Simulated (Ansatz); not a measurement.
An Ansatz (a first-principles code) input (Ansatz, PBE, PAW, cutoff 420 eV, no spin-orbit coupling):

Ansatz 0.2 input:
```yaml
crystal:
  lattice:
    - [3.2681746458, 0, 0]
    - [1.6340873229, 2.8303222673, 0]
    - [0, 0, 5.2248926865]
  atoms:
    - { symbol: Sc, position: [0.6666666667, 0.6666666667, 0.75] }
    - { symbol: Sc, position: [0.3333333333, 0.3333333333, 0.25] }
basis: { ecutwfc: 420, ecutrho_ratio: 4, xc_grid: 2, fft_grid_basis: typed }
kpoints: { mp_grid: { grid: [20, 20, 11] } }
hamiltonian:
  xc: pbe
  dispersion: none
  pseudopotentials: { kind: paw }
scf: { occupations: { method: fermi_dirac, width: 0.1 } }
relax: { f_tol: 0.005, max_steps: 50, cell: { stress_tol: 0.01, fix: [a, b, gamma] } }
output: { forces: true, stress: true }
checkpoint: { write: state.ck, write_every: 1000 }
```

### Question
Which symmetry and how many k-points will the program report, and about how many plane waves at Γ?

### Answer
Space group P63/mmc (ITA 194) with 24 operations, k-points 264 of 4400, and 965 plane waves at Γ.

### Question
And the final pressure?

### Answer
1.25 GPa (compression positive).

The cells carry an imposed strain or load. Stability against distortions was not tested. The final runs are not spin-polarised. The cell was made from Sc in the hcp (Mg type) structure (space group P6_3/mmc, No. 194) by this change: biaxial strain −1.50 %, plane normal [001], relaxed out of plane.
